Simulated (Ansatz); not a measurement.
Adsorption energy and surface dipole of F on the 1x1 (100) surface of monoclinic HfO2 (cut with top plane 2 O), one in a 1x1 cell, started at the site 'top O', worked from the runs' numbers; total energies count from the potentials' own zero.

Host crystal: monoclinic HfO2, with a band gap (PBE, scalar-relativistic without spin-orbit coupling).

Method: PBE (plane waves to 420 eV, PAW; Ansatz, a first-principles code).

Slab: 25 atoms, 9.3 Å thick at the start under the adsorbate (thin: gaps and levels are the slab's own); k 4x4x1, smearing 0.01 eV, dipole-corrected; 12 atoms held, the rest relaxed; no symmetry held; spin-polarised, ending with about 1.0 μB a cell, a value that depends on the mesh; orders that need a larger cell were not tried, no spin-orbit, no U, no dispersion correction. The slab shows no gap over 0.04 eV on its mesh. At the end it is bonded to Hf. In PBE it is, or lies within 0.03 eV of, the lowest of the starts that converged.

```csv
quantity,value
slab with the adsorbate,-135695.319 eV
"clean slab, same cell and mesh",-134887.913 eV
"reference, ½ F2(g)",-805.593 eV
area of the cell,27.90 Å²
change of the step from the bottom to the top vacuum level,1.618 eV
```

Task: What is the adsorption energy against this reference?

Result: E(slab + adsorbate) − E(slab) − E(reference) = -1.81 eV, so in this state the adsorbate is more stable than in the reference, at a coverage of 3.58 a nm².

Task: What dipole does adsorption add to the slab along the outward normal (Helmholtz relation, ε₀ = 0.005526 e/(V·Å))?

Result: p = −ε₀·A·ΔV = -0.249 e·Å = -1.20 D; its negative end points to the vacuum, which raises the vacuum level.
